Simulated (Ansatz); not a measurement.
Start from ZnS in the wurtzite structure (space group P6_3mc, No. 186).

```
ZnS
1.0
    3.73826     0.00000     0.00000
   -1.86913     3.23743     0.00000
    0.00000     0.00000     6.14288
Zn S
2 2
Direct
  0.33333   0.66667   0.00059
  0.66667   0.33333   0.50059
  0.33333   0.66667   0.37441
  0.66667   0.33333   0.87441
```

Method: plane-wave PAW DFT at the LDA level (Ansatz, an electronic-structure program, 420 eV), spin-orbit coupling left out.

Before the change:

| Item | Result |
|---|---|
| Lattice parameter a | 3.738 Å |
| Valence-band top at Γ | 0.00, 0.00, -0.10 eV |
| Gap character | direct at Γ |

Now apply this change: a hydrostatic pressure of 0.9 GPa.

Estimate the effect on the lattice parameter a, valence-band top at Γ and gap character.

The lattice parameter a drops by 0.013 Å, from 3.738 Å to 3.725 Å; the valence-band top at Γ (three highest levels, from the VBM) becomes 0.00, 0.00, -0.11 eV (base: 0.00, 0.00, -0.10 eV); the gap character is still direct at Γ.

Load acts through the strain it causes; cell and atoms are relaxed under it. No phonon test of stability was made.
